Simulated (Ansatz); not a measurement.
AlN (Fm-3m, No. 225, 2 atoms in the cell; start mp-1330; high-pressure phase), treated with r²SCAN (plane waves, PAW; Ansatz, an electronic-structure program).

Numerical settings: plane-wave cutoff 560 eV, 14×14×14 k mesh, Fermi–Dirac smearing 0.01 eV, scalar-relativistic PAW data made under PBE.

Cell (relaxed with PBEsol):

```xyz
2
Lattice="0.0000 2.0223 2.0223 2.0223 0.0000 2.0223 2.0223 2.0223 0.0000" Properties=species:S:1:pos:R:3 pbc="T T T"
Al     2.0223     2.0223     2.0223
N      0.0000     0.0000     0.0000
```

### Question
Give the computed band gap and smallest direct gap on the k points sampled.

### Answer

- band gap: 5.46 eV (indirect)
- smallest direct gap on the k points sampled: 6.45 eV

Note: cell and atoms aren't relaxed at this level (pressure -1.6 GPa).

Static lattice: no zero-point or thermal effects.

A start named mp-… is a Materials Project structure, which need not be a measured phase.
